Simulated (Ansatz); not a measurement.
Ansatz (a first-principles code), DFT, PBEsol, plane waves, its default PAW files: Cu, long cell, atoms displaced (from the phase in space group 225, mp-30) (Cu12), 12 atoms. Basis and mesh were picked for this test and aren't claimed converged.

```json
{
  "cell": "2.53, 2.53, 30.36 Å; 60, 60, 60°",
  "distance_to_the_nearest_atom": "2.43 to 2.50 Å",
  "task": "single point",
  "k mesh": "12×12×1",
  "hamiltonian.xc": "pbesol",
  "kind_of_files": "paw",
  "scf.occupations.method": "fermi_dirac",
  "scf.occupations.width": "0.1 eV",
  "output.forces": "true",
  "binding of workers (--pin)": "off",
  "k-point pools (--kpoint-pools)": "1",
  "memory maximum (--max-ram)": "8GiB",
  "accuracy": "medium (default)",
  "basis.precision": "auto (default)",
  "basis.xc_grid": "2 (default)",
  "scf.mixing.algorithm": "auto (default)",
  "scf.mixing.preconditioner": "auto (default)",
  "scf.convergence.dr2_threshold": "1.37352e-07 (default)",
  "scf.lower_state_search": "light (default)",
  "k-points after symmetry": "74",
  "bands_at_the_start": "127",
  "electrons": "228",
  "plane waves at Γ": "2717",
  "cutoff (eV)": "420",
  "FFT grid": "18×18×216",
  "symmetry_operations": "1"
}
```

One run each.

All on 4 threads. Base settings, kept where nothing else is said: scf.eigensolver.kind = auto (default), scf.eigensolver.mixed_precision = false (default), scf.eigensolver.cushion = auto (default), scf.eigensolver.full_accuracy = false (default), scf.algorithm = auto (default) (scf.eigensolver.max_subspace_factor, scf.eigensolver.real_solve not set). The settings tried:
- scf.eigensolver.kind = davidson, scf.eigensolver.mixed_precision = true
- scf.algorithm = density_mixing
- scf.eigensolver.mixed_precision = true
- scf.eigensolver.kind = davidson, scf.eigensolver.cushion = true
- scf.eigensolver.kind = davidson, scf.eigensolver.max_subspace_factor = 6
- scf.eigensolver.real_solve = false
- scf.eigensolver.kind = davidson, scf.eigensolver.max_subspace_factor = 2
- scf.eigensolver.kind = davidson
- scf.eigensolver.full_accuracy = true
- scf.algorithm = direct_min
- the base settings

Task: Predict which of these converge in the fewest applications of H to a band.

Result: Fewest applications of H to a band, with those close behind: scf.eigensolver.real_solve = false (146247); the base settings (146305); scf.algorithm = density_mixing (146305). Most among those that reach the base run's result: scf.algorithm = direct_min (687289). All converged.

```json
[
 {"setting": "scf.eigensolver.real_solve = false", "applications of H to a band": "146247", "SCF iterations (all cycles of the run, searches included)": "9", "end": "converged"},
 {"setting": "the base settings", "applications of H to a band": "146305", "SCF iterations (all cycles of the run, searches included)": "9", "end": "converged"},
 {"setting": "scf.algorithm = density_mixing", "applications of H to a band": "146305", "SCF iterations (all cycles of the run, searches included)": "9", "end": "converged"},
 {"setting": "scf.eigensolver.kind = davidson, scf.eigensolver.mixed_precision = true", "applications of H to a band": "252212", "SCF iterations (all cycles of the run, searches included)": "9", "end": "converged"},
 {"setting": "scf.eigensolver.mixed_precision = true", "applications of H to a band": "252212", "SCF iterations (all cycles of the run, searches included)": "9", "end": "converged"},
 {"setting": "scf.eigensolver.kind = davidson", "applications of H to a band": "253031", "SCF iterations (all cycles of the run, searches included)": "9", "end": "converged"},
 {"setting": "scf.eigensolver.kind = davidson, scf.eigensolver.max_subspace_factor = 6", "applications of H to a band": "253047", "SCF iterations (all cycles of the run, searches included)": "9", "end": "converged"},
 {"setting": "scf.eigensolver.kind = davidson, scf.eigensolver.cushion = true", "applications of H to a band": "270376", "SCF iterations (all cycles of the run, searches included)": "9", "end": "converged"},
 {"setting": "scf.eigensolver.kind = davidson, scf.eigensolver.max_subspace_factor = 2", "applications of H to a band": "313575", "SCF iterations (all cycles of the run, searches included)": "11", "end": "converged"},
 {"setting": "scf.eigensolver.full_accuracy = true", "applications of H to a band": "363555", "SCF iterations (all cycles of the run, searches included)": "9", "end": "converged"},
 {"setting": "scf.algorithm = direct_min", "applications of H to a band": "687289", "SCF iterations (all cycles of the run, searches included)": "7", "end": "converged"}
]
```

An iteration's cost differs between solvers, so these counts don't give the time.

Keys are those of Ansatz 0.2.
